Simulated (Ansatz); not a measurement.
Start from SnO$_{2}$ in the rutile structure (space group P4_2/mnm, No. 136; a = 4.722 Å, c = 3.190 Å).

Level of theory: LDA (Ansatz, an electronic-structure program), no spin-orbit coupling.

Base values:

Valence-band top at Γ: 0.00, -0.80, -0.80 eV
Pressure: 0.00 GPa

One thing is altered: an isotropic linear strain of +3.00 %; the atoms relax in the strained cell.

**Question.** Predict the new valence-band top at Γ.

**Answer.** The valence-band top at Γ (three highest levels, from the VBM) becomes 0.00, -0.72, -0.72 eV (base: 0.00, -0.80, -0.80 eV).

**Question.** Estimate the effect on the pressure.

**Answer.** The pressure (mean of the normal stresses, compression positive) goes from zero to -15.03 GPa.

The levels and masses belong to the bands next to the band gap. No phonon test of stability was made.
